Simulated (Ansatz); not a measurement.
We consider CsCl-type PdIn, described by r²SCAN (Ansatz, an electronic-structure program, PAW).

Settings: plane-wave cutoff 600 eV, 12×12×12 k mesh, Fermi–Dirac smearing 0.1 eV, finite displacements, scalar-relativistic PAW data made under PBE.

Computed at the level's own relaxed cell.

Harmonic phonon frequencies (cm⁻¹; i marks an imaginary mode):

```json
[
 {"q point": "Γ", "frequencies": "0 0 0 139 139 139"},
 {"q point": "X", "frequencies": "[?]"},
 {"q point": "M", "frequencies": "[?]"},
 {"q point": "R", "frequencies": "[?]"}
]
```

Problem. Some entries are withheld; supply them.

Solution. 
- X, frequencies: 79 79 102 102 115 158
- M, frequencies: 51 51 93 98 169 169
- R, frequencies: 92 92 92 142 142 142

No imaginary mode appears at these points.
